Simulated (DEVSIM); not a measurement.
System: Si n+/n-/n+ resistor, at 300 K.

Layer 1 from the left is Si, thickness (μm) 0.180, Nd (cm⁻³) 9.7e17, τn (s) 4.6e-6, τp (s) 4.6e-6. Layer 2 from the left is Si, thickness (μm) 2.80, Nd (cm⁻³) 1e14, τn (s) 4.6e-6, τp (s) 4.6e-6. Layer 3 from the left is Si, thickness (μm) 0.630, Nd (cm⁻³) 7e17, τn (s) 4.6e-6, τp (s) 1.4e-7.

Left contact: ohmic. Right contact: ohmic. Voltage is applied to the left contact. Recombination: SRH at mid-gap. Mobility is μmin + (μ − μmin)/(1 + (N/Nref)^α).

The device is made up for the run: typed textbook-type constants, with dimensions and the other settings drawn at random. Values at 300 K.

Si: gap (eV) 1.124, affinity (eV) 4.05, permittivity 11.7, Nc (cm⁻³) 2.86e19, Nv (cm⁻³) 3.1e19, μn (cm²/Vs) 1417, μp (cm²/Vs) 470, μn,min 52, μp,min 45, Nref,n 9.7e16, Nref,p 2.2e17, αn 0.68, αp 0.72.

Simulated with DEVSIM: 1D drift-diffusion, Boltzmann statistics, complete ionisation; no tunnelling, impact ionisation, image-force lowering or self-heating.

**Question.** What does the simulation give for the dark forward voltage at 100 A/cm²?

**Answer.** dark forward voltage at 100 A/cm² 0.553 V.
